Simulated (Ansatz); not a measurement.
# Defect calculation: V_Si in 4H silicon carbide

These are PBE, PAW (plane waves to 420 eV; Ansatz, a first-principles code) values and carry that method's errors. Cell: 96 sites, 3×2×1; final energies on a 2×2×2 shifted mesh. Site at the start: the Si(k) site. Energies of charged states are corrected for periodic images (point charge plus alignment at distant sites). Dielectric constants: PBE linear response of the host. Host gap at this level: 2.23 eV. A cell of this size leaves errors of a few tenths of an eV. The semilocal functional narrows the gap, so deep levels can fall outside it. Spin–orbit coupling is left out. Each state is the lowest found from its start.

Formation energies E_f are given with the Fermi level at the valence-band maximum. Chemical conditions: C-rich (Δμ(Si) = -0.41 eV; only phases computed here count, gases as isolated molecules at 0 K); Si-rich (Δμ(Si) = 0.00 eV; only phases computed here count, gases as isolated molecules at 0 K). Reference phases: Si: silicon.

Charges from +1 to −3 were run; one beyond them could lie lower near a band edge.

```
charge         moment (μB)  largest move off a lattice site (Å)  image correction with alignment (eV)  E_f, C-rich (eV)  E_f, Si-rich (eV)  above the lowest spin state (eV)
------  ------------------  -----------------------------------  ------------------------------------  ----------------  -----------------  --------------------------------
+1†                    1.0                                 0.23                                 -0.09                 –                  –                              0.00
+1†                    1.0                                 0.23                                 -0.09                 –                  –                              0.00
0                      2.0                                 0.22                                  0.00              7.27               7.67                              0.00
0       not spin-polarised                                 0.23                                  0.00              7.56               7.97                              0.29
−1                     3.0                                 0.18                                  0.41              7.91               8.32                              0.00
−1                     1.0                                 0.22                                  0.41              8.00               8.40                              0.09
−2                     2.0                                 0.19                                  1.16              9.54               9.94                              0.00
−2      not spin-polarised                                 0.20                                  1.16              9.73              10.14                              0.19
−3                     1.0                                 0.20                                  2.24             11.61              12.02                              0.00
−3                     1.0                                 0.20                                  2.24             11.61              12.02                              0.00
```

† Not settled in this cell, so no level is given: charge +1: level within 0.1 eV of a band edge or past it.

Starting moments that weren't kept: charge +1 began with 3 μB and ended with 1.0; charge −3 began with 3 μB and ended with 1.0.

Transition levels above the valence-band maximum: ε(0/−1) = 0.64 eV; ε(−1/−2) = 1.63 eV; ε(−2/−3) = 2.07 eV. On the lower envelope of the bound states, inside the gap: (0/−1) at 0.64 eV; (−1/−2) at 1.63 eV; (−2/−3) at 2.07 eV.

Flagged in the runs: a host whose relaxation on this sampling wasn't shown to rest.

All states together cost roughly 9 core-hours.
